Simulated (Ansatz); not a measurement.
Take NiSi (space group Pnma, No. 62; a = 5.190 Å, b = 3.350 Å, c = 5.624 Å; non-magnetic) as the base.

Level of theory: plane-wave PAW DFT at the PBE level (Ansatz, an electronic-structure program, 420 eV), no spin-orbit coupling, earlier PAW set.

Before the change:

The shortest interatomic distance is 2.287 Å. The band gap comes out as zero.

One thing is altered: a hydrostatic pressure of 1.8 GPa.

Problem. Estimate the effect on the shortest interatomic distance and band gap.

Solution. The shortest interatomic distance drops by 0.0058 Å to 2.282 Å; the band gap is still zero.

Load acts through the strain it causes; cell and atoms are relaxed under it. No phonon test of stability was made. Seeded moments were not kept for the base. All final runs are without spin polarisation.
